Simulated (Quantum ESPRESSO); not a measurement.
A working Quantum ESPRESSO input for Sr2CdPt2 (Immm, 5 atoms in the cell) (DFT, PBEsol, plane waves, SSSP 1.1.2 efficiency (PBE) pseudopotentials):

```fortran
&control
    calculation = 'scf'
    prefix = 'pwscf'
    outdir = './out'
    pseudo_dir = './'
    tprnfor = .true.
    tstress = .true.
/
&system
    ibrav = 0
    nat = 5
    ntyp = 3
    ecutwfc = 45
    ecutrho = 360
    occupations = 'smearing'
    smearing = 'mp'
    degauss = 0.0147
    input_dft = 'pbesol'
/
&electrons
    conv_thr = 1.0d-10
    mixing_beta = 0.7
/
ATOMIC_SPECIES
Sr    87.6200  Sr_pbe_v1.uspp.F.UPF
Cd   112.4140  Cd.pbe-dn-rrkjus_psl.0.3.1.UPF
Pt   195.0840  pt_pbe_v1.4.uspp.F.UPF
ATOMIC_POSITIONS crystal
Sr    0.2995100000    0.7995100000    0.5000000000
Sr    0.7004900000    0.2004900000    0.5000000000
Cd    0.0000000000    0.0000000000    0.0000000000
Pt    0.7260800000    0.5000000000    0.2260800000
Pt    0.2739200000    0.5000000000    0.7739200000
K_POINTS automatic
5 5 5  0 0 0
CELL_PARAMETERS bohr
  -4.3151140165     5.6484764242     8.6572983598
   4.3151140165    -5.6484764242     8.6572983598
   4.3151140165     5.6484764242    -8.6572983598
```

The run converged in 14 iterations: free energy E − TS -9288.1133 eV; Fermi level (on the code's own zero) 11.74 eV; pressure -2.75 GPa; largest force (vector length) 0.051 eV/Å. Each of these slips is then made, one at a time:

(1)
```diff
-&electrons
-    conv_thr = 1.0d-10
-    mixing_beta = 0.7
-/
```

(2)
```diff
-CELL_PARAMETERS bohr
-  -4.3151140165     5.6484764242     8.6572983598
-   4.3151140165    -5.6484764242     8.6572983598
-   4.3151140165     5.6484764242    -8.6572983598
```

Problem. Predict the outcome of each change.

Solution. 
(1) A required namelist left out. The program stopped before any SCF iteration.
```
Error in routine  read_namelists (1):
bad line in namelist &electrons: "   4.3151140165     5.6484764242    -8.6572983598" (error could be in the previous line)
```

(2) No cell vectors for a free lattice. The program stopped before any SCF iteration.
```
Error in routine cell_base_init (1):
ibrav=0: must read cell parameters
```

The starting cell comes from a database of computed structures (which also holds hypothetical and non-ambient phases and stackings), without a prior relaxation at this level. Spin polarisation is off.

Left out of this page: 5 runs of the series outside the window shown, repeating another row's setting, or not comparable.
